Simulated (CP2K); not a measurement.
Band structure of La3Ga (Pm-3m, 4 atoms in the cell).

```xyz
4
Lattice="4.9307 0.0000 0.0000 0.0000 4.9307 0.0000 0.0000 0.0000 4.9307" Properties=species:S:1:pos:R:3 pbc="T T T"
La     0.0000     2.4653     2.4653
La     2.4653     0.0000     2.4653
La     2.4653     2.4653     0.0000
Ga     0.0000     0.0000     0.0000
```

Computed with CP2K with PBEsol, GPW, DZVP-MOLOPT-SR-GTH basis, GTH-PBE potentials (GTH_POTENTIALS).

Settings: CUTOFF = 600 Ry; REL_CUTOFF = 50 Ry; SMEAR/METHOD = GAUSSIAN; SIGMA = 0.272 eV; KPOINTS/SCHEME = MONKHORST-PACK 5 5 5; XC_FUNCTIONAL = PBE:PBESOL; La/BASIS_SET = DZVP-MOLOPT-SR-GTH; La/POTENTIAL = GTH-PBE-q11; Ga/BASIS_SET = DZVP-MOLOPT-SR-GTH; Ga/POTENTIAL = GTH-PBE-q13; METHOD = GPW; EPS_DEFAULT = 1e-11; EXTRAPOLATION = USE_GUESS; NGRIDS = 5.

The starting cell comes from a database of computed structures (which also holds hypothetical and non-ambient phases and stackings), without a prior relaxation at this level. Values carry the incompleteness of an atom-centred basis. The potentials were made for another functional than the one used.

Levels in eV from the Fermi level, bands 20 to 25:
| point | 20 | 21 | 22 | 23 | 24 | 25 |
|---|---|---|---|---|---|---|
| Γ | -1.11 | -1.11 | -1.11 | -1.09 | -1.09 | 1.15 |
| X | -1.30 | -0.78 | -0.78 | -0.71 | 0.69 | 1.50 |
| M | -1.28 | -1.28 | -0.05 | -0.05 | 0.48 | 0.79 |
| R | -1.21 | -1.21 | 0.46 | 0.46 | 0.46 | 1.39 |

Bands cross the Fermi level along this path, so the cell is metallic at this level.

Higher empty bands are left out: an atom-centred basis made for the valence describes them poorly.
